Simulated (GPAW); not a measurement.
## Pressure against volume in fluorite-structure HfO2 (space group 225) (GPAW, LDA)

```yaml
crystal:
  lattice:
    - [0.00000, 2.44121, 2.44121]
    - [2.44121, 0.00000, 2.44121]
    - [2.44121, 2.44121, 0.00000]
  atoms:
    - { symbol: Hf, position: [0.00000, 0.00000, 0.00000] }
    - { symbol: O, position: [0.25000, 0.25000, 0.25000] }
    - { symbol: O, position: [0.75000, 0.75000, 0.75000] }
```

Method: LDA (Perdew-Wang 92), GPAW PAW datasets LDA (gpaw-data 1.0.1) (plane waves; GPAW). Settings: mode = pw; ecut = 1040 eV; xc = LDA; kpts = 11 11 11; mesh shift (steps) = 0 0 0; occupations.name = fermi-dirac; occupations.width = 0.01 eV; nbands = -4; convergence.density = 1e-05 e/electron; convergence.energy = 1e-05 eV/electron; convergence.bands = -2; symmetry.symmorphic = false; symmetry.tolerance = 0.0005; maxiter = 120. The cell above is the first row's. The rows scale it uniformly. In all rows fractional positions and the k mesh are held.

```csv
V (Å^3/atom),P (GPa)
9.699,?
9.910,15.30
10.121,8.21
10.331,1.82
10.542,-3.92
10.753,-9.07
10.964,-13.70
11.175,-17.85
11.386,-21.59
```

Taking a cubic for P over the 8 complete rows: With u = V - 10.6, the rows have u = -0.6900, -0.4790, -0.2690, -0.0580, 0.1530, 0.3640, 0.5750, 0.7860. Least squares gives P = -5.392 - 25.0334·u + 6.4611·u² - 1.0560·u³. Residuals (row less fit): -0.004, 0.013, -0.010, -0.002, 0.005, -0.001, 0.001, -0.001; standard error 0.009 (degrees of freedom: 4). The fitted pressure is zero at V0 = 10.40, where dP/dV = -27.81, so B0 = -V0·dP/dV = 289 GPa.

Question: Estimate the missing P (V = 9.699); what did the run itself give?

Answer: u = -0.9010, so P = -5.392 - 25.0334 × (-0.9010) + 6.4611 × (-0.9010)² - 1.0560 × (-0.9010)³ = 23.181 GPa. The calculation gives 23.23 GPa, 0.049 GPa above the prediction (0.1 % of the range of P in the table). The row lies outside the fitted rows, so this is an extrapolation. From the scatter of the fitted rows alone, a prediction at this place has a standard error of 0.023 GPa, so the miss is 2.1 times that.

Carrying the step between the two nearest rows on in a straight line would have given 22.39, off by 0.84; series whose last step already gives the withheld value aren't shown. The scan was laid around a cell of about the measured size, scaled by a guess for this functional. This is a high-temperature phase, held here by symmetry. The runs keep the symmetry of the cell, so they don't test it for distortions. Spin-orbit coupling is off. Cutoffs and mesh are single choices, not tested for convergence of this quantity. Series with a scatter that would blur these digits, or in which a gap closes, are not shown.
